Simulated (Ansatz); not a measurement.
Take CsSnI3 in the cubic perovskite structure (space group Pm-3m, No. 221; a = 6.2244 Å) as the base. Axes: x, y, z lie along the cube axes.

The values are results of DFT with r2SCAN, PAW potentials and a 500 eV plane-wave cutoff in Ansatz (an electronic-structure program), without spin-orbit coupling, not measurements.

Strains are applied to the cell and any free atomic positions relax; under biaxial strain the out-of-plane vector relaxes too; under stress the whole cell relaxes.

One change was made to it. Results:

```json
[
 {"quantity": "energy relative to the base (free energy F)", "base": "0 meV/atom", "after": "+4.5 meV/atom"},
 {"quantity": "band gap", "base": "0.46 eV", "after": "0.39 eV"}
]
```

### Question
Name the change that was made.
A) biaxial strain −0.17 %, plane normal [001], relaxed out of plane
B) isotropic strain −5.83 %
C) uniaxial stress, 0.5 GPa tension along x
D) tensor shear ε_xy = −3.72 %

### Answer
D, tensor shear ε_xy = −3.72 %. For comparison, the band gap in the other runs: biaxial strain −0.17 %, plane normal [001], relaxed out of plane gives 0.44 eV; uniaxial stress, 0.5 GPa tension along x gives 0.44 eV; isotropic strain −5.83 % gives zero.

A case with no gap was solved on a k-mesh chosen for an insulator, which is coarse for it. With I present, leaving out spin-orbit coupling can change the band edges. Beyond what the load breaks, stability against distortions was not tested. The final runs are not spin-polarised. Many cubic perovskites are stable only at high temperature; tilts and polar distortions were not tested. A zero or small gap of CsSnI3 under isotropic strain −5.83 % can be the functional's error rather than a property of the material.
